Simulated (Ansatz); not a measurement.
Structures of equal composition on the (111) surface of germanium (Ge plane on top): (√3x√3)R30° Al adatom at H3; (√3x√3)R30° Al adatom at T4. The slabs share one bottom face, and each structure is named by its start. These are constructed structures in small cells; real faces may alloy, dewet or reconstruct in larger ones, and not all known structures of the face are among them. Slabs of about 13 Å, Fermi-Dirac smearing of 0.025 eV. Bottom of the slabs: H caps. Relaxed from the named starts with such symmetry as they have, on meshes of like density; energies extrapolated to zero smearing; spin only where a row says so; no spin-orbit coupling, no U. Brackets mark spin-polarised runs, whose order is one that fits the cell. Where a second, spin-polarised start was run, the lower counts.

Calculation: r2SCAN, at the PBE geometry (plane waves to 500 eV, PAW; Ansatz, a first-principles code).

### Question
Rank these by energy per 1x1 cell (lowest first), as r2SCAN, at the PBE geometry gives it.

### Answer
(√3x√3)R30° Al adatom at T4 (0.000 eV, a narrow gap of 0.06 eV by band count), (√3x√3)R30° Al adatom at H3 (0.110 eV, a narrow gap of 0.06 eV by band count)
